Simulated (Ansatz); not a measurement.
The parent structure is ZrSi₂ (space group Cmcm, No. 63; a = 3.7044 Å, b = 14.7922 Å, c = 3.6789 Å). Axes: x, y, z lie along a, b, c of the conventional cell.

All numbers come from PBE, PAW, 420 eV (Ansatz, an electronic-structure program; spin-orbit coupling left out).

Base values:

The volume per atom is 16.80 Å³ and the pressure is 0.0 GPa.

Perturbation: compressive biaxial strain of 0.16 % in the plane normal to [001], as in epitaxy on a mismatched substrate; the out-of-plane cell vector and the atoms relax.

### Question
What does the calculation give for the volume per atom after the change?

### Answer
The volume per atom falls by 0.04 Å³, from 16.80 Å³ to 16.76 Å³.

### Question
Predict the new pressure.

### Answer
The pressure (mean of the normal stresses, compression positive) goes from zero to 0.3 GPa.

Without a gap, meshes like the base's 13×13×13 leave anisotropic stresses uncertain by several tenths of a GPa, and small strain energies with them. Whether these cells are dynamically stable was not tested. All final runs are without spin polarisation.
